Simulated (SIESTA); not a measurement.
Band structure of Mg2Zn (P6_3/mmc, 6 atoms in the cell).

```xyz
6
Lattice="3.0882 0.0000 0.0000 -1.5441 2.6745 0.0000 0.0000 0.0000 14.5266" Properties=species:S:1:pos:R:3 pbc="T T T"
Mg     0.0000     1.7830     5.9294
Mg     1.5441     0.8915     8.5971
Mg     1.5441     0.8915    13.1927
Mg     0.0000     1.7830     1.3338
Zn     1.5441     0.8915     3.6316
Zn     0.0000     1.7830    10.8949
```

Level of theory: LDA PW92, numerical atomic orbitals DZP, PseudoDojo LDA standard norm-conserving potentials (rewritten from UPF to PSML) in SIESTA.

Settings: XC.functional = LDA; XC.authors = PW92; potentials = PseudoDojo LDA standard; PAO.BasisSize = DZP; PAO.EnergyShift = 0.005 Ry; MeshCutoff = 300 Ry; kgrid.MonkhorstPack = 10 10 2; OccupationFunction = MP; OccupationMPOrder = 0; ElectronicTemperature = 0.136 eV; MaxSCFIterations = 150; SCF.Mixer.Method = Broyden; SCF.Mixer.Weight = 0.1; SCF.Mixer.History = 6.

The starting cell comes from a database of computed structures (which also holds hypothetical and non-ambient phases and stackings), without a prior relaxation at this level. Values carry the incompleteness of an atom-centred basis.

Levels in eV from the Fermi level, bands 37 to 42:
```
point     37     38     39     40     41     42
-----  -----  -----  -----  -----  -----  -----
Γ      -7.00  -5.18  -5.17  -1.84  -1.11   3.20
M      -2.52  -2.28  -1.86  -1.71   0.04   0.09
K      -0.72  -0.47  -0.47  -0.23  -0.23  -0.19
A      -6.41  -6.41  -3.54  -3.54   0.96   0.96
L      -2.53  -2.53  -1.48  -1.48  -0.62  -0.62
H      -0.62  -0.62  -0.56  -0.56   0.03   0.03
```

Bands cross the Fermi level along this path, so the cell is metallic at this level.

Higher empty bands are left out: an atom-centred basis made for the valence describes them poorly.
